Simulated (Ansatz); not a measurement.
Density of states of Ni2Si (Pnma) near the Fermi level, PBEsol, rigid bands (Ansatz, a program for electronic structure).

```tsv
E − E_F (eV)	states/eV/cell
-1.95	23.7
-1.85	30.2
-1.75	36.3
-1.65	26.9
-1.55	19.9
-1.45	17.4
-1.35	22.0
-1.25	17.1
-1.15	10.8
-1.05	12.8
-0.95	19.5
-0.85	10.9
-0.75	9.34
-0.65	9.87
-0.55	8.40
-0.45	4.23
-0.35	3.44
-0.25	3.86
-0.15	4.48
-0.05	6.48
0.05	5.77
0.15	5.03
0.25	4.70
0.35	4.68
0.45	4.15
0.55	3.94
0.65	3.59
0.75	3.33
0.85	3.44
0.95	3.54
1.05	3.90
1.15	3.87
1.25	3.77
1.35	4.32
1.45	4.61
1.55	4.42
1.65	3.76
1.75	3.29
1.85	3.00
1.95	3.09
```

Problem. How far does the Fermi level move in a rigid band for 0.1 electron a cell added or removed?

Solution. 16 meV and -16 meV.

A metal at this level (no band gap); rigid bands, thermally averaged at 300 K, both spins. Spin-orbit coupling is left out. Geometry: cell and atoms relaxed with PBEsol.

Treated as nonmagnetic (a ferromagnetic start lost its moment, other orders weren't tried): Ni2Si (Pnma).
